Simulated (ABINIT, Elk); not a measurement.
An ABINIT input for a self-consistent single point of HgS (F-43m, 2 atoms in the cell) (DFT, PBE, plane waves, PAW (JTH v2.0 PBE PAW)):

```
# HgS, JTH v2.0 PBE PAW
pp_dirpath "./"
pseudos "Hg.GGA_PBE-JTH.xml, S.GGA_PBE-JTH.xml"
acell 3*1.0 Angstrom
rprim
        -0.0000000000    2.9064880000    2.9064880000
         2.9064880000   -0.0000000000    2.9064880000
         2.9064880000    2.9064880000   -0.0000000000
natom 2
ntypat 2
znucl 80 16
typat 1 2
xcart
         0.0000000000    0.0000000000    0.0000000000
         2.7462331523    2.7462331523    2.7462331523
ecut 21 Ha
pawecutdg 42 Ha
occopt 3
tsmear 0.1 eV
nband 14
kptopt 1
ngkpt 8 8 8
nshiftk 1
shiftk 0 0 0
nstep 100
toldfe 1.0e-09
prtwf 0
prtden 0
```

Write the same calculation as an input for Elk.

One input that does it (others would too):

```
tasks
  0

xctype
  20

rmtscf
  0.91

swidth
  0.00367493

maxscl
  100

avec
    0.0000000000    5.4924663045    5.4924663045
    5.4924663045    0.0000000000    5.4924663045
    5.4924663045    5.4924663045    0.0000000000

sppath
  'species/'

atoms
  2
  'Hg.in'
  1
  0.0000000000  0.0000000000  0.0000000000    0.0 0.0 0.0
  'S.in'
  1
  0.2500000000  0.2500000000  0.2500000000    0.0 0.0 0.0

ngridk
  8 8 8
```

Basis settings and potentials, where a program has them, do not carry over. This input uses DFT, PBE, all-electron FP-LAPW, Elk's shipped species files, default APW+lo basis.

The starting cell comes from a database of computed structures (which also holds hypothetical and non-ambient phases and stackings), without a prior relaxation at this level. Its lattice was rescaled by a random factor within 2.5 % of one. For this run, on top of that: lattice scaled by 0.98.
